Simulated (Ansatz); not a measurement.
Consider the following.

```
GaP
1.0
    3.76464     0.00000     0.00000
    1.88232     3.26027     0.00000
    1.88232    -1.08676     3.13102
Ga P
1 1
Direct
  0.99819   0.00090   0.00271
  0.50181   0.24910   0.74729
```

No spin polarisation.

The values are results of Ansatz (a program for electronic structure), LDA, PAW, cutoff 420 eV, spin-orbit coupling left out, not measurements. Settings: 11×11×11 k-points, 0.05 eV Fermi–Dirac smearing.

Task: What is the computed mean in-plane stress (compression positive)?

Result: +2.7 GPa.

Task: What is the computed band gap?

Result: 1.27 eV.

Task: Predict the gap character.

Result: Indirect, Γ → F–Γ (13 % along).

The cells carry an imposed strain or load. Whether these cells are dynamically stable was not tested. The cell was made from GaP in the zinc blende structure (space group F-43m, No. 216) by this change: biaxial strain −1.25 %, plane normal [111], relaxed out of plane.
